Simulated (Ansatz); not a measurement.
Reference: TiZn (Pm-3m), PBEsol, DFPT electron-phonon coupling, linearised Boltzmann equation (plane waves, PAW, scalar-relativistic; Ansatz, a quantum-chemistry and plane-wave program); geometry: relaxed with this functional, without spin-orbit coupling.

```cif
data_TiZn
_chemical_formula_sum 'Ti1 Zn1'
_space_group_name_H-M_alt 'P 1'
_space_group_IT_number 1
_cell_length_a 3.09924
_cell_length_b 3.09924
_cell_length_c 3.09924
_cell_angle_alpha 90.000
_cell_angle_beta 90.000
_cell_angle_gamma 90.000
loop_
_space_group_symop_operation_xyz
  'x, y, z'
loop_
_atom_site_label
_atom_site_type_symbol
_atom_site_fract_x
_atom_site_fract_y
_atom_site_fract_z
_atom_site_occupancy
Ti1 Ti 0.50000 0.50000 0.50000 1
Zn1 Zn 0.00000 0.00000 0.00000 1
```

| Item | Result |
|---|---|
| resistivity at 300 K | 25 μΩ·cm |
| electron-phonon coupling λ | 0.049 |
| logarithmic mean phonon energy | 13.3 meV |

Question: Swap Zn for Re, keeping the structure type. How do these values move?

Answer: TiRe (Pm-3m): volume per atom 14.9 to 14.7 Å³; resistivity at 300 K falls (25 μΩ·cm to 5.5 μΩ·cm); electron-phonon coupling λ rises (0.049 to 0.30); logarithmic mean phonon energy rises (13.3 meV to 19.9 meV).

Question: Swap Ti for Ba, keeping the structure type. How do these values move?

Answer: BaZn (Pm-3m): volume per atom 14.9 to 31.6 Å³; resistivity at 300 K stays about the same (25 μΩ·cm to 24 μΩ·cm); electron-phonon coupling λ rises (0.049 to 0.53); logarithmic mean phonon energy falls (13.3 meV to 8.2 meV).

Question: Replace Zn by Os on the same sites and relax. What happens?

Answer: TiOs (Pm-3m): volume per atom 14.9 to 14.3 Å³; resistivity at 300 K falls (25 μΩ·cm to 3.9 μΩ·cm); electron-phonon coupling λ rises (0.049 to 0.094); logarithmic mean phonon energy rises (13.3 meV to 25 meV).

Moves up to 15 % count as about the same. Metals; harmonic phonons alone scatter; means over directions. Halving the electron mesh moves these values by up to 10 %; q meshes are mostly untested. Spin-orbit coupling is left out.

Formula and space group known from diffraction (Crystallography Open Database), not checked to be the room-temperature form: TiOs (Pm-3m), TiRe (Pm-3m). Computed structure with no diffraction record at hand here (it may be known, metastable or hypothetical): BaZn (Pm-3m), TiZn (Pm-3m). The missing spin-orbit coupling matters most for TiOs (Pm-3m), TiRe (Pm-3m).
